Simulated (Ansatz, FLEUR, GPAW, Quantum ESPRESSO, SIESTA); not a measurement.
# Code comparison for CaCu4As2 (R-3m, 7 atoms in the cell)

Self-consistent single point.

```xyz
7
Lattice="2.0085 1.1596 7.3654 -2.0085 1.1596 7.3654 0.0000 -2.3192 7.3654" Properties=species:S:1:pos:R:3 pbc="T T T"
Ca     0.0000     0.0000     0.0000
Cu     0.0000     0.0000     3.1938
Cu     0.0000     0.0000    18.9024
Cu     0.0000     0.0000    12.4035
Cu     0.0000     0.0000     9.6926
As     0.0000     0.0000     5.5720
As     0.0000     0.0000    16.5242
```

All programs got the same cell, k-point mesh and kind of occupations (in Ansatz's words: kpoints.mp_grid.grid = 5 5 5; scf.occupations.method = gaussian; scf.occupations.width = 0.02 Ry); potentials, basis and cutoffs are each program's usual ones.

```json
[
 {"code": "Quantum ESPRESSO", "model": "PBEsol, PSlibrary PAW (PBE) pseudopotentials", "pressure (GPa)": "5.88", "largest force (eV/Å)": "0.595", "k-points": "19", "cutoff": "50 Ry"},
 {"code": "GPAW", "model": "PBEsol, GPAW PAW datasets PBEsol (made by gpaw-setup)", "pressure (GPa)": "7.35", "largest force (eV/Å)": "0.615", "k-points": "19", "cutoff": "850 eV"},
 {"code": "FLEUR", "model": "PBEsol, all-electron FLAPW (FLEUR), scalar-relativistic valence", "pressure (GPa)": "–", "largest force (eV/Å)": "0.534", "k-points": "19", "cutoff": "Kmax 3.9 1/bohr"},
 {"code": "Ansatz", "model": "PBEsol, PAW files made with PBE", "pressure (GPa)": "6.01", "largest force (eV/Å)": "0.517", "k-points": "19", "cutoff": "default"},
 {"code": "SIESTA", "model": "GGA PBEsol, numerical atomic orbitals DZP, PseudoDojo PBEsol standard norm-conserving potentials (rewritten from UPF to PSML)", "pressure (GPa)": "10.98", "largest force (eV/Å)": "0.499", "k-points": "63", "cutoff": "grid 350 Ry"}
]
```

Size of the force on each atom (eV/Å): Sizes of forces hide their directions.

```
code                Ca1    Cu2    Cu3    Cu4    Cu5    As6    As7
----------------  -----  -----  -----  -----  -----  -----  -----
Quantum ESPRESSO  0.000  0.136  0.136  0.032  0.032  0.595  0.595
GPAW              0.000  0.147  0.147  0.080  0.080  0.615  0.615
FLEUR             0.000  0.114  0.114  0.017  0.017  0.534  0.534
Ansatz            0.000  0.101  0.101  0.056  0.056  0.517  0.517
SIESTA            0.000  0.074  0.074  0.251  0.251  0.499  0.499
```

A dash marks a value that a program does not give, or that is left out as unsure.

No clean gap comes from Quantum ESPRESSO, GPAW, Ansatz (a first-principles code) and SIESTA: levels at the Fermi energy touch, overlap or are partly filled at this smearing.

The spread over the programs that give each value: pressure within 5.10 GPa; largest force within 0.116 eV/Å.

The starting cell comes from a database of computed structures (which also holds hypothetical and non-ambient phases and stackings), without a prior relaxation at this level. Its lattice was rescaled by a random factor within 2.5 % of one. On Ansatz's run: Spin polarisation is off. In the base run, with a pressure of about 6 GPa the cell is away from its equilibrium volume at this level. The run gives no clean gap (levels at the Fermi energy touch, overlap or are partly filled at this smearing), which alone does not show that the compound is a metal.

Question: Why do the programs differ, and what cannot be compared?

Answer: Differences of this kind can come from the potentials, where these differ, and from what each basis and cutoff leave unconverged. The valence holds different numbers of electrons (Quantum ESPRESSO 64, GPAW 64, FLEUR 84, Ansatz 116, SIESTA 116). The zero of total energies and Fermi levels follows the potentials and each program's conventions, so they are not compared here. SIESTA uses small atom-centred bases, whose incompleteness enters pressures, forces and empty levels differently from a plane-wave cutoff. FLEUR treats all electrons, but the usual bases taken here (sphere radii, linearisation, local orbitals, empty states) were not tested for convergence, so the values are no reference for the others. Ansatz's pressure is given at a fixed set of plane waves, as the other plane-wave codes print theirs; with its correction for the finite basis it is 6.09 GPa. Ansatz's smearing width was typed in Ry to four decimals, so it matches the others to a few per cent. The programs reduce the same mesh by symmetry to different extents, which changes the work and not the result. In the pressure, GPAW (by 1.34) and SIESTA (by 4.97) lie more than 1 GPa from the median of the plane-wave programs. In the force vectors, SIESTA (by 0.307) lies more than 0.08 eV/Å from the median of the plane-wave programs.

Left out of this page: ABINIT (failed or unconverged); Elk (not drawn, or without a comparable value).

Keys are those of Ansatz 0.2.
